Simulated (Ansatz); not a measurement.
Amorphous Hf$_{18}$O$_{39}$Ga$_{2}$, 59 atoms at 8.70 g/cm³, one PBE-relaxed geometry, zone centre. Methods: PBE, scalar-relativistic without spin-orbit coupling (Ansatz, a program for electronic structure); r2SCAN, scalar-relativistic without spin-orbit coupling (Ansatz); HSE06, scalar-relativistic without spin-orbit coupling (Ansatz). Plane waves to 420 eV (r2SCAN 500 eV); exact exchange is cut at the cell's faces. At PBE the levels at the filled edge of the gap are localised (band-tail or defect states). All rungs ran without spin polarisation.

A CHGNet melt-quench gave the starting glass, which DFT then relaxed. O atoms were pushed apart under 1.9 Å during the dynamics, to hinder bonds among them. The hot cell started wider than the set density and was brought back towards it in steps. It is the lowest in DFT energy of 2 quenches. It is a model cell: composition and starting density were chosen by hand, and all elements were melted together. No dispersion term was used. Its density started from a set value of 8.70 and ended at 8.70 g/cm³. Cooling (nominally 380 K/ps over its main leg) ran many orders faster than in experiment, which tends to leave more defects and strain. Values belong to this one cell and scatter from quench to quench. The volume was held where the preparation left it and the shape relaxed, at a PBE pressure of 0.3 GPa. Stress components on the final sampling reach 1.7 GPa. Cycles of charging lowered its energy after that relaxation.

The relaxation ran on the zone centre alone. At PBE the level gap is 4.04 eV on a 2×2×2 Γ-centred mesh, and the spacing at the zone centre alone 4.07 eV.

Task: What zone-centre spacing does r2SCAN give, roughly?

Result: 4.57 eV (+0.49 eV against PBE).

Task: What zone-centre spacing does HSE06 give, roughly?

Result: 5.65 eV (+1.58 eV against PBE).

The highest filled and the lowest empty state spread over these numbers of atoms (participation numbers): PBE: 8.7 and 27.8; r2SCAN: 8.1 and 23.6; HSE06: 8.0 and 26.9.
